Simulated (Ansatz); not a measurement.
HfB2: response to strain

Start from HfB₂ (space group P6/mmm, No. 191; a = 3.1278 Å, c = 3.4461 Å; relaxed with 0.1 eV smearing). Axes: x lies along a and z along c of the hexagonal cell.

Strains are applied to the cell and any free atomic positions relax; under biaxial strain the out-of-plane vector relaxes too.

Level of theory: PBEsol/PAW in Ansatz (a first-principles code), no spin-orbit coupling.

Candidates:
(a) biaxial strain −2.00 %, plane normal [001], relaxed out of plane
(b) biaxial strain −3.00 %, plane normal [001], relaxed out of plane
(c) biaxial strain −1.00 %, plane normal [001], relaxed out of plane
(d) biaxial strain +1.00 %, plane normal [001], relaxed out of plane

Q: Order them by out-of-plane strain, highest first.

A: (b) biaxial strain −3.00 %, plane normal [001], relaxed out of plane (+1.71 %), (a) biaxial strain −2.00 %, plane normal [001], relaxed out of plane (+1.12 %), (c) biaxial strain −1.00 %, plane normal [001], relaxed out of plane (+0.55 %), (d) biaxial strain +1.00 %, plane normal [001], relaxed out of plane (-0.55 %)

Whether these cells are dynamically stable was not tested. The final runs are not spin-polarised.
